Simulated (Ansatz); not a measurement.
Where the default PAW files enter, the runs use the earlier of Ansatz's two default sets.

Inside the gap of an insulator the Bloch states are evanescent, with a wavenumber k + iκ along the transport direction.

Input:

```
AsB
1.0
    3.47588     0.00000     0.00000
   -1.73794     3.01020     0.00000
    1.73794    -1.00340     2.83804
B As
1 1
Direct
  0.25000   0.75000   0.25000
  0.00000   0.00000   0.00000
```

Space group of this cell: F-43m, zinc blende. The cell is strained (all lengths scaled by 1.02); by r2SCAN its mean pressure is -9.8 GPa.

Transport runs along the normal of the first two printed cell vectors, the (111) plane of the conventional cell.

The gap is the functional's own, uncorrected, and κ follows it; spin-orbit coupling is left out. Mid-gap values are interpolated between the computed energies.

Q: State the band gap and the smallest decay constant κ at mid-gap according to r2SCAN (Ansatz, a quantum-chemistry and plane-wave program).

A: Gap 1.45 eV on a 10×10×10 mesh; κ = 0.121 1/Å, at the zone centre.
